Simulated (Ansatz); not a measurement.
**Pressure series in Ta**

The parent structure is Ta in the bcc (W type) structure (space group Im-3m, No. 229; a = 3.2819 Å).

Cell and atoms are relaxed at each pressure.

Computed with PBEsol/PAW in Ansatz (a first-principles code), spin-orbit coupling left out.

| P (GPa) | V (Å³/atom) |
|---|---|
| -2.02 | 17.850 |
| -1.02 | 17.762 |
| 0.88 | 17.601 |
| 2.10 | 17.501 |
| 4.50 | 17.312 |
| 8.99 | 16.983 |
| 14.98 | 16.583 |
| 22.49 | 16.135 |
| 30.00 | 15.732 |

Fit a third-order Birch–Murnaghan equation of state.

Least squares on P(V) = (3B₀/2)[(V₀/V)^(7/3) − (V₀/V)^(5/3)]·[1 + (3/4)(B₀′ − 4)((V₀/V)^(2/3) − 1)] gives V₀ = 17.67 Å³/atom, B₀ = 210 GPa and B₀′ = 3.6.

Measured bulk modulus of Ta: 198 GPa (static lattice; corrected from measurement; as listed in H. Levämäki et al., Physical Review B (2014)); the computed value is 6 % above it.

Load acts through the strain it causes; cell and atoms are relaxed under it. Stability against distortions was not tested. Competing high-pressure phases were not computed. The final runs are not spin-polarised.
